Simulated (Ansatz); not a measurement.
## PbO: uniaxial strain ε_zz = −0.60 %

Take PbO (space group P4/nmm, No. 129; a = 3.9696 Å, c = 4.7054 Å) as the base. Axes: x, y, z lie along a, b, c of the conventional cell.

Now apply this change: the cell is compressed by 0.60 % along z with no lateral relaxation, atoms relaxed at fixed cell.

Method: PBEsol-D3(BJ)/PAW in Ansatz (a first-principles code), spin-orbit coupling left out. k-mesh 8×8×7 (Γ-centred); smearing 0.05 eV (Fermi–Dirac).

```tsv
quantity	base	changed	shift
volume per atom	18.54 Å³	18.43 Å³	-0.11 Å³
space group	P4/nmm (No. 129)	P4/nmm (No. 129)	–
shortest interatomic distance	4.363 bohr	4.362 bohr	-0.001 bohr
energy relative to the base (free energy F)	0 meV/atom	+0.1 meV/atom	+0.1 meV/atom
pressure (mean of the normal stresses, compression positive)	0.0 kbar	1.7 kbar	+1.7 kbar
band gap	0.90 eV	0.88 eV	-0.02 eV
gap character	indirect, M–Γ (79 % along) → M	indirect, M–Γ (79 % along) → M	–
smallest direct gap	1.97 eV	1.95 eV	-0.02 eV
width of the top valence band	1.70 eV	1.70 eV	-0.006 eV
stress (xx, yy, zz, yz, xz, xy; compression positive)	–	(0.16, 0.16, 0.19, 0.00, 0.00, 0.00) GPa	–
```

Final structure:

```yaml
crystal:
  lattice:
    - [3.96959, 0.00000, 0.00000]
    - [0.00000, 3.96959, 0.00000]
    - [0.00000, 0.00000, 4.67719]
  atoms:
    - { symbol: Pb, position: [0.50000, 0.00000, 0.74811] }
    - { symbol: Pb, position: [0.00000, 0.50000, 0.25189] }
    - { symbol: O, position: [0.50000, 0.50000, 0.00000] }
    - { symbol: O, position: [0.00000, 0.00000, 0.00000] }
```

Spin-orbit coupling, missing from the scalar runs, can matter with Pb. No phonon test of stability was made.
